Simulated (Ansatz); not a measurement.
```xyz
1
Lattice="3.2548 0.0000 0.0000 0.0000 4.6030 0.0000 1.6274 2.3015 1.7843" Properties=species:S:1:pos:R:3 pbc="T T T"
Sb     0.0000     0.0000     0.0000
```

No spin polarisation.

Computed with PBEsol (Ansatz, a quantum-chemistry and plane-wave program; PAW; 420 eV plane waves; scalar-relativistic without spin-orbit coupling). k-mesh 24×24×24 (Γ-centred); smearing 0.1 eV (Fermi–Dirac).

**Question.** Predict the in-plane stress and band gap.

**Answer.** The mean in-plane stress (compression positive) is -1.6 GPa. The band gap is zero.

The cells carry an imposed strain or load. Whether these cells are dynamically stable was not tested. Under biaxial strain −2.36 %, plane normal [110], relaxed out of plane the cell ends below the base's energy or with stress of the wrong sign: the atoms slid into a distortion or the cell is elastically unstable, so the base is not a stable minimum at this level. The cell was made from Sb in the fcc (Cu type) structure (space group Fm-3m, No. 225) by this change: biaxial strain −2.36 %, plane normal [110], relaxed out of plane. This is not the structure that Sb has at room temperature and ambient pressure.
